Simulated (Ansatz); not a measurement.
We consider LuI3 (model structure, started from the ReO3 type, Pm-3m, No. 221, 4 atoms in the cell), described by HSE06 in Ansatz (PAW).

Run with plane-wave cutoff 460 eV, 4×4×4 k mesh, Fermi–Dirac smearing 0.01 eV, scalar-relativistic PAW data made under PBE.

Cell (relaxed with PBEsol):

```
CELL_PARAMETERS angstrom
      5.84354     0.00000     0.00000
      0.00000     5.84354     0.00000
      0.00000     0.00000     5.84354
ATOMIC_POSITIONS crystal
  Lu 0.00000 0.00000 0.00000
  I  0.50000 0.00000 0.00000
  I  0.00000 0.00000 0.50000
  I  0.00000 0.50000 0.00000
```

Q: Predict the band gap and smallest direct gap on the k points sampled.

A: 
* **band gap**: 3.16 eV (on the SCF k mesh)
* **smallest direct gap on the k points sampled**: 3.70 eV

Note: the relaxation could raise the start's symmetry but not lower it, so the cell can be a saddle point; cell and atoms aren't relaxed at this level (pressure 1.2 GPa).

Spin–orbit coupling is not included; with these elements it can move the gap by several tenths of an eV or more.

The computed numbers hold no vibrational or temperature effects.

A model structure was made by putting elements into a prototype or built by hand; it is no filed structure, need not be a known phase, and can be a saddle point held by its symmetry.

Ansatz is a first-principles code.
